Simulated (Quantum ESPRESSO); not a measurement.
## Sensitivity of a calculation on Ti₃S₂ (P1, 5 atoms in the cell) to its settings

```yaml
crystal:
  lattice:
    - [2.71312, 1.56642, 3.23762]
    - [-2.71312, 1.56642, 3.23762]
    - [0.00000, -3.13284, 3.23762]
  atoms:
    - { symbol: Ti, position: [0.33178, 0.66760, 0.00926] }
    - { symbol: Ti, position: [0.00009, 0.33454, 0.66596] }
    - { symbol: Ti, position: [0.66980, 0.99870, 0.33366] }
    - { symbol: S, position: [0.83582, 0.83523, 0.82618] }
    - { symbol: S, position: [0.16251, 0.16393, 0.16494] }
```

Base run A: PBEsol, PseudoDojo standard norm-conserving (PBESOL) pseudopotentials (Quantum ESPRESSO), self-consistent single point.

Its settings: ecutwfc = 85 Ry; occupations = smearing; smearing = fermi-dirac; degauss = 0.0036749 Ry; potentials = {Ti: Ti.upf, S: S.upf}; K_POINTS = automatic 4 4 4 0 0 0; conv_thr = 1e-10 Ry; mixing_beta = 0.4.

The starting cell comes from a database of computed structures (which also holds hypothetical and non-ambient phases and stackings), without a prior relaxation at this level. Its atoms were displaced at random from the sites of space group no. 155. Spin polarisation is off, so a magnetic state, if there is one, cannot be reached. In the base run, with a pressure of about -4 GPa the cell is away from its equilibrium volume at this level. Without a gap this mesh is coarse (it stands for a supercell whose shortest vector is 18 Å).

ΔF is the free energy per atom less that of run A. A dash stands where there is no value to compare (another energy zero or no entropy term, no result, no spin, no clean gap, or a mesh too coarse for one). Total energies depend on the potentials, the functional and any Hubbard or dispersion term, so they are compared only between runs that share all of them.

Run A gave: pressure (GPa) -4.12; largest force (eV/Å) 0.739.

Runs:
- B: ecutrho: default → 680 Ry
- C: degauss: 0.0036749 Ry → 0.011025 Ry
- D: smearing: fermi-dirac → methfessel-paxton; degauss: 0.0036749 Ry → 0.0147 Ry
- E: input_dft: default → blyp; potentials: PseudoDojo standard norm-conserving (PBE) [BLYP]
- F: lattice scaled by 0.985
- G: mixing_ndim: default → 4
- H: conv_thr: 1e-10 Ry → 0.0001 Ry

Problem. What does run E change against A?

Solution. The pressure goes from -4.12 to 7.08 GPa and the largest force goes from 0.739 to 0.848 eV/Å.

Problem. What does run C change against A?

Solution. The free energy falls by 22.3 meV/atom, the pressure goes from -4.12 to -3.78 GPa and the largest force hardly changes (0.739 to 0.745 eV/Å).

| run | ΔF (meV/atom) | pressure (GPa) | largest force (eV/Å) |
|---|---|---|---|
| A | 0.00 | -4.12 | 0.739 |
| B | 0.00 | -4.12 | 0.739 |
| C | -22.3 | -3.78 | 0.745 |
| D | 2.7 | -4.17 | 0.742 |
| E | – | 7.08 | 0.848 |
| F | -5.5 | 1.97 | 0.847 |
| G | 0.00 | -4.12 | 0.739 |
| H | 0.02 | -3.97 | 0.741 |
